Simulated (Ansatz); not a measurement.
Take TiO₂ in the anatase structure (space group I4_1/amd, No. 141) as the base.

```
TiO2
1.0
   -1.86967     1.86967     4.72754
    1.86967    -1.86967     4.72754
    1.86967     1.86967    -4.72754
Ti O
2 4
Direct
  0.75000   0.25000   0.50000
  0.00000   0.00000   0.00000
  0.54202   0.04202   0.50000
  0.79202   0.79202   0.00000
  0.20798   0.20798   0.00000
  0.95798   0.45798   0.50000
```

Cartesian axes are those of the cell as printed.

The values are results of LDA/PAW in Ansatz (a first-principles code), without spin-orbit coupling, not measurements.

For the base:

* **Band gap**: 2.08 eV

Modification: a pure shear with ε_xz = ε_zx = 0.0033, atoms relaxed at fixed cell.

Q: Predict the new stress, energy relative to the base and band gap.

A: The stress (xx, yy, zz, yz, xz, xy; compression positive) is (0.00, -0.01, -0.02, 0.00, -0.31, 0.00) GPa; the energy stays essentially unchanged; the band gap is still 2.08 eV.

The cells carry an imposed strain or load. No phonon test of stability was made. All final runs are without spin polarisation.
